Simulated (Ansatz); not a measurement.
Substrate model: Si(111) 1x1 surface, 6 top atoms, 3 bilayers, bottom bilayer H-capped and fixed, every top atom capped by H; cell 11.5 x 6.6 Å; two neighbouring H replaced by SH; about 7 Å thick over the host's atoms, 18 atoms held. The numbers are results of PBE-D3(BJ) (plane waves to 420 eV, PAW; Ansatz, an electronic-structure program), not measurements. Sampling: 1x2x1 k points. The slab states were run without spin polarisation. Results hold for this slab, coverage and mesh. No zero-point or entropy terms are included. Each state was relaxed from one prepared geometry.

One GeH4 a cell is brought to Si(111):H with two SH. Relaxed result near the molecule:

| atom | x (Å) | y (Å) | z (Å) |
|---|---|---|---|
| H(29) | 3.827 | 6.660 | 11.013 |
| H(44) | 7.661 | 6.651 | 11.018 |
| H(47) | 5.766 | 4.560 | 11.854 |
| Ge(a0) | 4.619 | 6.708 | 13.888 |
| H(a1) | 5.767 | 6.603 | 12.865 |
| H(a2) | 3.951 | 5.331 | 14.017 |
| H(a3) | 3.605 | 7.747 | 13.402 |
| H(a4) | 5.210 | 7.127 | 15.242 |

Q: What is the adsorption energy against the free GeH4 and the slab before, and how much of it is dispersion?

A: -0.23 eV (negative: bound); the D3 term gives -0.24 eV of it. Its closest contacts to the rest of the cell: H(a1)...H(47) 2.28 Å, H(a3)...H(29) 2.63 Å, H(a1)...H(44) 2.65 Å.
